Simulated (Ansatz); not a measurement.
The parent structure is NbSi₂ (space group P6_222, No. 180).

```xyz
9
Lattice="4.7675 0.0000 0.0000 -2.3837 4.1288 0.0000 0.0000 0.0000 6.5758" Properties=species:S:1:pos:R:3 pbc="T T T"
Nb     2.3837     0.0000     0.0000
Nb     1.1919     2.0644     2.1919
Nb    -1.1919     2.0644     4.3839
Si     0.0000     1.3183     0.0000
Si     3.6258     0.6591     2.1919
Si     1.2421     3.4696     4.3839
Si     2.3837     2.8105     0.0000
Si    -1.2421     3.4696     2.1919
Si     1.1417     0.6591     4.3839
```

Calculations: Kohn–Sham DFT with the PBEsol functional, run in Ansatz (a first-principles code) with PAW and 420 eV plane waves, no SOC.

One change was made to it. Results:

```
quantity                base    after
-------------------  -------  -------
lattice parameter a  4.767 Å  4.177 Å
c/a ratio              1.379    1.327
```

Q: Name the change that was made.
A. Nb → V
B. Si → Pb
C. Si → C

A: C, Si → C. For comparison, the lattice parameter a in the other runs: Nb → V gives 4.523 Å; Si → Pb gives 5.556 Å.

Whether these cells are dynamically stable was not tested. As relaxed here, NbC2 and NbPb2 are hypothetical phases, not in the database extracts checked. Seeded moments were not kept for Nb → V. The final runs are not spin-polarised. An odd electron count without spin: NbC2, NbSi2, VSi2 and NbPb2. NbPb2 has a high density of states at the Fermi level and may be magnetic at this level.
